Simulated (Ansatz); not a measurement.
Quick settings and what they miss: Be₃Co (I4/mmm, 4 atoms in the cell)

Self-consistent single point.

```
Be3Co
1.0
   -1.57095     1.57095     3.54968
    1.57095    -1.57095     3.54968
    1.57095     1.57095    -3.54968
Be Co
3 1
Direct
  0.75000   0.25000   0.50000
  0.25000   0.75000   0.50000
  0.50000   0.50000   0.00000
  0.00000   0.00000   0.00000
```
Moments meant for the start (each program seeds them in its own way; μB, in the order of the atoms Be Be Be Co): 0.0 0.0 0.0 3.0.

Computed with LDA (PW92), default PAW files made with PBE (plane waves; Ansatz, a program for electronic structure).

Base settings: basis.ecutwfc = 420 eV; kpoints.mp_grid.grid = 19 19 19; hamiltonian.xc = lda; hamiltonian.pseudopotentials = {kind: paw} (the program's default PAW files); magnetization.spin_polarized = true; scf.occupations.method = methfessel_paxton; scf.occupations.width = 0.272 eV.

Tight run (finer mesh or higher cutoff; not a proven limit): basis.ecutwfc: 420 eV → 590 eV; kpoints.mp_grid.grid: 19 19 19 → 26 26 26; scf.convergence.dr2_threshold: default (1e-07 eV) → 1e-09 eV. It gave Fermi level (on the code's own zero) 10.32 eV; pressure -16.54 GPa; size of the cell's spin moment 0.00 μB.

Quick runs, as changes from the base:
- A: basis.ecutwfc: 420 eV → 250 eV; kpoints.mp_grid.grid: 19 19 19 → 6 6 6
- B: basis.ecutwfc: 420 eV → 335 eV; kpoints.mp_grid.grid: 19 19 19 → 6 6 6; scf.occupations.method: methfessel_paxton → cold; scf.occupations.width: 0.272 eV → 0.136 eV; kpoints.mp_grid.shift: default → 0.5 0.5 0.5
- C: basis.ecutwfc: 420 eV → 210 eV; kpoints.mp_grid.grid: 19 19 19 → 4 4 4; scf.occupations.method: methfessel_paxton → fermi_dirac

Energies are extrapolated to zero smearing width, which holds to low order in the width alone.

The count of work is k-points × plane waves × bands × iterations; it is no time. 

Pressures in the table are Ansatz's without its Pulay estimate, at a fixed set of plane waves; the tight run's value above holds the estimate.

The starting cell comes from a database of computed structures (which also holds hypothetical and non-ambient phases and stackings), without a prior relaxation at this level. Its lattice was rescaled by a random factor within 2.5 % of one. The starting moments vanished: the run ended non-magnetic, which need not be the lowest state. The program warned that a starting moment was not kept. In the base run, with a pressure of about -17 GPa the cell is away from its equilibrium volume at this level.

| run | energy less tight (meV/atom) | pressure less tight (GPa) | count of work / tight |
|---|---|---|---|
| A | 1058.0 | -110.59 | 0.0044 |
| B | 28.7 | -6.64 | 0.0077 |
| C | 4016.4 | -329.85 | 0.0013 |

Among the runs at the tight run's level, the energy misses run from 28.7 to 4016.4 meV/atom.

Left out of this page: 2 runs of the series outside the window shown, repeating another row's setting, or not comparable.

Keys are those of Ansatz 0.2.
